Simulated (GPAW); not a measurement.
# Worked example: self-consistent single point of NaH2Pd3 (Cmmm, 6 atoms in the cell) in GPAW

Level of theory: PBEsol, GPAW PAW datasets PBEsol (made by gpaw-setup) (plane waves; GPAW 25.7.0).

Input as run:

```python
from ase import Atoms
from ase.units import GPa
from gpaw import GPAW

atoms = Atoms(['Na', 'H', 'H', 'Pd', 'Pd', 'Pd'],
              cell=[[2.826570, -4.310305, 0.000000],
                    [2.826570, 4.310305, 0.000000],
                    [0.000000, 0.000000, 2.813560]],
              scaled_positions=[[0.500000, 0.500000, 0.000000],
                                [0.215630, 0.784370, 0.000000],
                                [0.784370, 0.215630, 0.000000],
                                [0.000000, 0.000000, 0.000000],
                                [0.500000, 0.000000, 0.500000],
                                [0.000000, 0.500000, 0.500000]],
              pbc=True)

calc = GPAW(mode={'name': 'pw', 'ecut': 850},
            xc='PBEsol',
            kpts={'size': (5, 5, 8), 'gamma': True},
            occupations={'name': 'fermi-dirac', 'width': 0.1},
            nbands=-10,
            convergence={'density': 1e-05},
            symmetry={'symmorphic': False, 'tolerance': 0.0005},
            maxiter=150,
            txt='-')

atoms.calc = calc

energy = atoms.get_potential_energy()
print('Energy (eV):', round(energy, 6))
forces = atoms.get_forces()
print('Forces (eV/Ang):')
print(forces.round(5))
stress = atoms.get_stress()
print('Stress (GPa, Voigt):', (stress / GPa).round(4))
```

Log, with long lists cut:

```
Input parameters:
  convergence: {density: 1e-05}
  kpts: {gamma: True,
         size: (5, 5, 8)}
  maxiter: 150
  mode: {ecut: 850,
         name: pw}
  nbands: -10
  occupations: {name: fermi-dirac,
                width: 0.1}
  symmetry: {symmorphic: False,
             tolerance: 0.0005}
  xc: PBEsol

species:
  Na:
    name: Sodium
    Z: 11.0
    valence: 7
    core: 4
    charge: 0.0
    file: Na.PBEsol.gz

    # Using partial waves for Na as LCAO basis

  H:
    name: Hydrogen
    Z: 1.0
    valence: 1
    core: 0
    charge: 0.0
    file: H.PBEsol.gz

    # Using partial waves for H as LCAO basis

  Pd:
    name: Palladium
    Z: 46.0
    valence: 16
    core: 30
    charge: 0.0
    file: Pd.PBEsol.gz

    # Using partial waves for Pd as LCAO basis

Reference energy: -415914.271903  # eV

Spin-paired calculation

Convergence criteria:
 Maximum [total energy] change in last 3 cyles: 0.0005 eV / valence electron
 Maximum integral of absolute [dens]ity change: 1e-05 electrons / valence electron
 Maximum integral of absolute [eigenst]ate change: 4e-08 eV^2 / valence electron
 Maximum number of scf [iter]ations: 150

Symmetries present (total): 8
Symmetries with fractional translations: 0
200 k-points: 5 x 5 x 8 Monkhorst-Pack grid + [0.000000,0.000000,1/16]
45 k-points in the irreducible part of the Brillouin zone
       k-points in crystal coordinates                weights
   0:     0.00000000    0.00000000    0.00000000          1/200
   1:     0.00000000    0.00000000    0.12500000          2/200
   2:     0.00000000    0.00000000    0.25000000          2/200
   [... 7 lines left out ...]
          ...
  44:     0.40000000    0.40000000    0.50000000          2/200

Wave functions: Plane wave expansion
  Cutoff energy: 850.000 eV
  Number of coefficients (min, max): 3826, 3884
  Pulay-stress correction: 0.000000 eV/Ang^3 (de/decut=0.000000)

Occupation numbers: Fermi-Dirac:
  width: 0.1000  # eV

Eigensolver

Densities:
  Coarse grid: 35*35*20 grid
  Fine grid: 70*70*40 grid
  Total Charge: 0.000000

Density mixing:
  Method: separate
  Backend: pulay
  Linear mixing parameter: 0.05
  old densities: 5
  Damping of long wavelength oscillations: 50

Hamiltonian:
  XC and Coulomb potentials evaluated on a 70*70*40 grid
  External potential:
    NoExternalPotential

XC parameters: PBEsol with 2 nearest neighbor stencil

Number of atoms: 6
Number of atomic orbitals: 45
Number of bands in calculation: 38
Number of valence electrons: 57
Bands to converge: occupied

Density initialized from atomic densities
  38 bands from LCAO basis set

Atomic positions and initial magnetic moments

Positions:
   0 Na     2.826570    0.000000    0.000000    ( 0.0000,  0.0000,  0.0000)
   1 H      2.826570    2.451443    0.000000    ( 0.0000,  0.0000,  0.0000)
   2 H      2.826570   -2.451443    0.000000    ( 0.0000,  0.0000,  0.0000)
   3 Pd     0.000000    0.000000    0.000000    ( 0.0000,  0.0000,  0.0000)
   4 Pd     1.413285   -2.155152    1.406780    ( 0.0000,  0.0000,  0.0000)
   5 Pd     1.413285    2.155152    1.406780    ( 0.0000,  0.0000,  0.0000)

Unit cell:
           periodic     x           y           z      points  spacing
  1. axis:    yes    2.826570   -4.310305    0.000000    35     0.1351
  2. axis:    yes    2.826570    4.310305    0.000000    35     0.1351
  3. axis:    yes    0.000000    0.000000    2.813560    20     0.1407

  Lengths:   5.154438   5.154438   2.813560
  Angles:   90.000000  90.000000 113.488655

Effective grid spacing dv^(1/3) = 0.1409

     iter     time        total  log10-change:
                         energy   eigst   dens
iter:   1 --:--:--   -28.519798
iter:   2 --:--:--   -26.933631   -1.30  -1.14
iter:   3 --:--:--   -23.946669   -0.23  -1.20
iter:   4 --:--:--   -23.380204   -2.23  -1.76
iter:   5 --:--:--   -23.554100   -1.29  -1.87
iter:   6 --:--:--   -23.184505   -1.77  -1.73
iter:   7 --:--:--   -23.191010   -3.33  -2.35
iter:   8 --:--:--   -23.185790c  -2.41  -2.29
iter:   9 --:--:--   -23.174640c  -3.79  -2.64
iter:  10 --:--:--   -23.167870c  -3.48  -2.80
iter:  11 --:--:--   -23.167908c  -4.89  -3.40
iter:  12 --:--:--   -23.167920c  -5.53  -3.41
iter:  13 --:--:--   -23.167911c  -5.39  -3.43
iter:  14 --:--:--   -23.167925c  -5.76  -3.54
iter:  15 --:--:--   -23.167901c  -6.28  -3.67
iter:  16 --:--:--   -23.167937c  -5.76  -3.66
iter:  17 --:--:--   -23.167937c  -6.38  -4.40
iter:  18 --:--:--   -23.167936c  -7.27  -4.57
iter:  19 --:--:--   -23.167932c  -7.44c -4.60
iter:  20 --:--:--   -23.167929c  -7.55c -4.73
iter:  21 --:--:--   -23.167931c  -8.26c -4.97
iter:  22 --:--:--   -23.167934c  -8.11c -5.02c

Converged after 22 iterations.

Dipole moment: (-0.000000, -0.000000, -0.000000) |e|*Ang

Energy contributions relative to reference atoms: (reference = -415914.271903)

Kinetic:         -0.622030
Potential:      -12.592350
External:        +0.000000
XC:              -9.375930
Entropy (-ST):   -0.059491
Local:           -0.547878
SIC:             +0.000000
--------------------------
Free energy:    -23.197679
Extrapolated:   -23.167934

Showing only first 2 kpts
 Kpt  Band  Eigenvalues  Occupancy
  0    26      6.32294    1.96381
  0    27      6.37948    1.93717
  0    28      6.41627    1.91049
  0    29      8.02212    0.00000

  1    26      5.62892    1.99996
  1    27      6.36268    1.94663
  1    28      6.36530    1.94525
  1    29      8.98744    0.00000

Fermi level: 6.72234

No gap
No difference between direct/indirect transitions
Energy (eV): -23.167934

Forces in eV/Ang:
  0 Na    0.00000    0.00000    0.00000
  1 H     0.00000    0.00537    0.00000
  2 H     0.00000   -0.00537    0.00000
  3 Pd    0.00000    0.00000    0.00000
  4 Pd   -0.00000   -0.00000    0.00000
  5 Pd    0.00000    0.00000    0.00000

Stress tensor:
     0.014336     0.000000     0.000000
     0.000000     0.012526     0.000000
     0.000000     0.000000     0.017465
Stress (GPa, Voigt): [2.2969 2.0069 2.7982 0.     0.     0.    ]
```

The run converged in 22 iterations. GPAW prints stress with tension positive.

The starting cell comes from a database of computed structures (which also holds hypothetical and non-ambient phases and stackings), without a prior relaxation at this level. Spin polarisation is off.

Cost on one core of a shared machine: roughly 2 min.
